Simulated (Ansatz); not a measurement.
The reference is MgO in the rock salt structure (space group Fm-3m, No. 225; a = 4.254 Å).

It is then changed as follows: a hydrostatic pressure of 7 GPa.

Levels (all Ansatz, a quantum-chemistry and plane-wave program, PAW): PBE (420 eV, without spin-orbit coupling); PBE+SOC (420 eV, with spin-orbit coupling).

The geometry is relaxed with PBE.

- PBE valence-band top at Γ = 0.00, 0.00, 0.00 eV
- PBE lowest conduction level above the VBM at special points = Γ 4.87 eV; L 8.00 eV; X 9.16 eV; U 10.18 eV

### Question
What does PBE+SOC give at this geometry for the valence-band top at Γ, hole mass and lowest conduction level above the VBM at special points?

### Answer
The valence-band top at Γ (three highest Kramers pairs, from the VBM) becomes 0.00, 0.00, -0.04 eV (PBE: 0.00, 0.00, 0.00 eV); the hole mass (degenerate bands, along [100]) amounts to 0.54, 2.1 mₑ (at Γ); the lowest conduction level above the VBM at special points becomes Γ 4.86 eV; L 7.99 eV; X 9.15 eV; U 10.17 eV (PBE: Γ 4.87 eV; L 8.00 eV; X 9.16 eV; U 10.18 eV). The threefold valence maximum splits by Δso ≈ 38 meV.

Single points use the geometry relaxed with PBE. Differences between runs with and without spin-orbit coupling are approximate. The levels and masses belong to the bands next to the band gap. Load acts through the strain it causes; cell and atoms are relaxed under it. Masses are band curvatures over ±0.01 Å⁻¹ around the edge. Whether these cells are dynamically stable was not tested. No other phases were tried under pressure.
